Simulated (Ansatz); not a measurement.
## BaF2, pressure series

Consider BaF2 in the fluorite structure (space group Fm-3m, No. 225; a = 6.137 Å).

Cell and atoms are relaxed at each pressure.

Computed with PBEsol (Ansatz, an electronic-structure program), no spin-orbit coupling.

Two rows of this table had their results exchanged by mistake.

| pressure | volume per atom (Å³) | shortest distance (Å) | band gap |
|---|---|---|---|
| pressure −2 GPa | 19.95 | 2.689 | 6.68 eV |
| pressure −1 GPa | 19.59 | 2.672 | 6.76 eV |
| pressure 3 GPa | 18.44 | 2.619 | 7.00 eV |
| pressure 7 GPa | 12.48 | 2.299 | 6.88 eV |
| pressure 15 GPa | 16.35 | 2.516 | 7.45 eV |
| pressure 30 GPa | 14.85 | 2.436 | 7.44 eV |
| pressure 50 GPa | 13.56 | 2.364 | 7.20 eV |
| pressure 75 GPa | 17.59 | 2.578 | 7.19 eV |
| pressure 100 GPa | 11.70 | 2.250 | 6.56 eV |

Question: Which two?

Answer: The rows for pressure 7 GPa and pressure 75 GPa: the volume has to fall steadily with pressure, so 17.59 Å³ belongs to pressure 7 GPa and 12.48 Å³ to pressure 75 GPa.

Load acts through the strain it causes; cell and atoms are relaxed under it. Whether these cells are dynamically stable was not tested. No other phases were tried under pressure.
